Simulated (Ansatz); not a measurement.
```
CELL_PARAMETERS angstrom
      2.25748     0.00000     0.00000
     -1.12874     1.95503     0.00000
      0.00000     0.00000    42.95889
ATOMIC_POSITIONS crystal
  Be 0.00000 0.00000 0.99929
  Be 0.66667 0.33333 0.04118
  Be 0.33333 0.66667 0.08382
  Be 0.00000 0.00000 0.12571
  Be 0.33333 0.66667 0.16702
  Be 0.00000 0.00000 0.20844
  Be 0.33333 0.66667 0.24989
  Be 0.00000 0.00000 0.29131
  Be 0.33333 0.66667 0.33262
  Be 0.00000 0.00000 0.37451
  Be 0.66667 0.33333 0.41715
  Be 0.33333 0.66667 0.45905
  Be 0.66667 0.33333 0.50035
  Be 0.33333 0.66667 0.54178
  Be 0.66667 0.33333 0.58322
  Be 0.33333 0.66667 0.62465
  Be 0.66667 0.33333 0.66595
  Be 0.33333 0.66667 0.70785
  Be 0.00000 0.00000 0.75049
  Be 0.66667 0.33333 0.79238
  Be 0.00000 0.00000 0.83369
  Be 0.66667 0.33333 0.87511
  Be 0.00000 0.00000 0.91656
  Be 0.66667 0.33333 0.95798
```

Level of theory: PBE (plane waves to 420 eV, PAW; Ansatz, a program for electronic structure). Scalar-relativistic, without spin–orbit coupling. Its k-point mesh 27×27×2, Fermi–Dirac width 0.1 eV.

Task: Which polytype is this, and how does it compare with the cubic form?

Result: Be 24R (hcchhhhh), stacking ACBABABABACBCBCBCBACACAC, hexagonality 75 %, space group R-3m (a stacking that need not occur in nature); -64 meV/atom against 3C, layer spacing over a = 0.7929 (ideal 0.8165).
